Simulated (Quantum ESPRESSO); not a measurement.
A user runs Quantum ESPRESSO on YH3O3 (P6_3, 14 atoms in the cell) and asks whether the run is sound. The aim is a self-consistent single point with DFT, LDA (PW92), plane waves, PseudoDojo standard norm-conserving (LDA) pseudopotentials.

Cell that was meant: a = 6.3447 Å, b = 6.3447 Å, c = 3.4976 Å, α = 90.00°, β = 90.00°, γ = 120.00°.

Part of the input:

```fortran
    nbnd = 40,
/
&ELECTRONS
    conv_thr = 1.0d-2,
/
ATOMIC_SPECIES
Y     88.9058  Y.upf
```

Output, abridged:

```
     G-vector sticks info
     --------------------
     sticks:   dense  smooth     PW     G-vecs:    dense   smooth      PW
   [... lines left out ...]

     number of k points=    16
                       cart. coord. in units 2pi/alat
        k(    1) = (   0.0000000   0.0000000   0.0000000), wk =   0.0178571
        k(    2) = (   0.0000000   0.0000000   0.2591406), wk =   0.0357143
        k(    3) = (   0.0000000   0.0000000   0.5182813), wk =   0.0357143
   [... 13 lines left out ...]

     Dense  grid:    87069 G-vectors     FFT dimensions: (  72,  72,  40)

     Initial potential from superposition of free atoms

     starting charge      63.9923, renormalised to      64.0000
     Self-consistent Calculation

     iteration #  1     ecut=    85.00 Ry     beta= 0.70

     total energy              =    -368.31932012 Ry
     estimated scf accuracy    <       2.66612553 Ry

     iteration #  2     ecut=    85.00 Ry     beta= 0.70

     total energy              =    -368.96161218 Ry
     estimated scf accuracy    <       3.01276515 Ry

     iteration #  3     ecut=    85.00 Ry     beta= 0.70

     total energy              =    -369.51762816 Ry
     estimated scf accuracy    <       0.02073869 Ry

     iteration #  4     ecut=    85.00 Ry     beta= 0.70

     total energy              =    -369.53360950 Ry
     estimated scf accuracy    <       0.02255011 Ry

     iteration #  5     ecut=    85.00 Ry     beta= 0.70
     End of self-consistent calculation

     highest occupied, lowest unoccupied level (ev):     5.5218    9.2514

!    total energy              =    -369.53366399 Ry
     estimated scf accuracy    <       0.00264735 Ry

     convergence has been achieved in   5 iterations

     Forces acting on atoms (cartesian axes, Ry/au):

     atom    1 type  1   force =     0.00000000    0.00000000    0.00659246
     atom    2 type  1   force =     0.00000000    0.00000000    0.00659246
     atom    3 type  2   force =     0.00921476    0.00450283    0.00121611
     atom    4 type  2   force =     0.00070782    0.01023163    0.00121611
     atom    5 type  2   force =    -0.00850694    0.00572880    0.00121611
   [... lines left out ...]
     Total force =     0.063584     Total SCF correction =     0.037022
   [... lines left out ...]

          total   stress  (Ry/bohr**3)                   (kbar)     P=      -20.04
  -0.00012334   0.00000000   0.00000000          -18.14        0.00        0.00
   0.00000000  -0.00012334   0.00000000            0.00      -18.14        0.00
   0.00000000  -0.00000000  -0.00016208            0.00       -0.00      -23.84

   JOB DONE.
```

### Question
Is this run sound? If not, what is wrong?

### Answer
The run is not sound. The fault is a convergence threshold that is too loose. A loop that stops early leaves an energy error of second order in the density error, but errors of first order in forces and stress. To fix it, tighten the threshold. The run converged in 5 iterations without an error; against the sound input the free energy rises by 1.7 meV/atom, the pressure goes from -6.43 to -2.00 GPa, the largest force goes from 0.585 to 0.604 eV/Å and the gap on the mesh goes from 3.678 to 3.730 eV. The full log also holds: “SCF correction compared to forces is large: reduce conv_thr to get better values”.

An input that runs soundly differs in these lines (not the only fix; some lines may just follow from the change or write a value another way):
```diff
-    conv_thr = 1.0d-2,
+    conv_thr = 1.0e-11,
```

With that input, the run converged in 12 iterations: free energy E − TS -5027.7851 eV; top of the valence band (on the code's own zero) 5.59 eV; gap on the k-point mesh 3.68 eV; pressure -6.43 GPa; largest force (vector length) 0.585 eV/Å (DFT, LDA (PW92), plane waves, PseudoDojo standard norm-conserving (LDA) pseudopotentials).

On the sound input: the starting cell comes from a database of computed structures (which also holds hypothetical and non-ambient phases and stackings), without a prior relaxation at this level. Its lattice was rescaled by a random factor within 2.5 % of one. With a pressure of about -6 GPa the cell is away from its equilibrium volume at this level.
